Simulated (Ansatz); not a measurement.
## Cost against accuracy: basis.ecutwfc for AsPt (P6/mmm, 6 atoms in the cell)

```xyz
6
Lattice="5.3603 0.0000 0.0000 -2.6801 4.6421 0.0000 0.0000 0.0000 4.3253" Properties=species:S:1:pos:R:3 pbc="T T T"
Pt     2.6801     0.0000     0.0000
Pt     1.3401     2.3211     0.0000
Pt    -1.3401     2.3211     0.0000
As     0.0000     0.0000     0.0000
As     0.0000     3.0947     2.1626
As     2.6801     1.5474     2.1626
```

Computed with PBE (plane waves, PAW; Ansatz, a quantum-chemistry and plane-wave program).

Base settings: basis.ecutwfc = 420 eV; kpoints.mp_grid.grid = 4 4 4; hamiltonian.xc = pbe; hamiltonian.pseudopotentials = {kind: paw} (the program's default PAW files); scf.occupations.method = cold; scf.occupations.width = 0.136 eV.

Misses are taken against the tightest run, 840 eV, which need not be fully converged itself. The energy is the free energy per atom.

The count of work is k-points × plane waves × bands × iterations; it is no time, and leaves out set-up, grids and terms that scale otherwise. 

Ansatz's pressure holds its estimate of the finite-basis (Pulay) stress, which hides part of the cutoff error; the uncorrected pressure shows it.

The starting cell was generated: these elements placed on a structure prototype, without a prior relaxation; it need not be a known phase or ordering of this composition. Spin polarisation is off; with an odd number of electrons in the cell that forces a metal, and a magnetic state may lie lower. In the base run, with a pressure of about 13 GPa the cell is away from its equilibrium volume at this level. Ansatz's pressure includes its estimate of the finite-basis (Pulay) stress. Without a gap this mesh is coarse (it stands for a supercell whose shortest vector is 17 Å).

The runs (basis.ecutwfc): 170 eV | 210 eV | 250 eV | 295 eV | 335 eV | 380 eV | 420 eV | 485 eV | 545 eV | 630 eV | 735 eV | 840 eV.

### Question
Which is the coarsest setting among those run that, with all tighter ones, holds the energy within 1 meV/atom of the reference, and what does it save?

### Answer
485 eV, off by 0.57 meV/atom; it needs 0.45 of the reference's count of work.

### Question
Which is the coarsest setting among those run that, with all tighter ones, holds the energy within 0.5 meV/atom of the reference, and what does it save?

### Answer
545 eV, off by 0.22 meV/atom; its saving against the reference is no more than about a factor of 2 in the count of work.

### Question
What does the step from 170 eV to 420 eV buy?

### Answer
It takes the miss in the energy from 20000 to 1.8 meV/atom, for 3.1 times the count of work.

| basis.ecutwfc | energy less reference (meV/atom) | pressure less reference (GPa) | uncorrected pressure less reference (GPa) | count of work / reference |
|---|---|---|---|---|
| 170 eV | 20196.86 | -5.55 | -665.69 | 0.12 |
| 210 eV | 5311.04 | -6.09 | -241.79 | 0.13 |
| 250 eV | 1138.61 | 1.95 | -69.50 | 0.14 |
| 295 eV | 137.51 | 0.96 | -11.74 | 0.21 |
| 335 eV | 15.08 | 0.07 | -1.56 | 0.25 |
| 380 eV | 2.72 | 0.04 | -0.06 | 0.31 |
| 420 eV | 1.76 | 0.03 | -0.02 | 0.35 |
| 485 eV | 0.57 | 0.01 | -0.02 | 0.45 |
| 545 eV | 0.22 | 0.01 | 0.00 | 0.53 |
| 630 eV | 0.08 | 0.00 | 0.00 | 0.64 |
| 735 eV | 0.03 | 0.00 | 0.00 | 0.82 |
| 840 eV | 0.00 | 0.00 | 0.00 | 1.0 |

Keys are those of Ansatz 0.2.
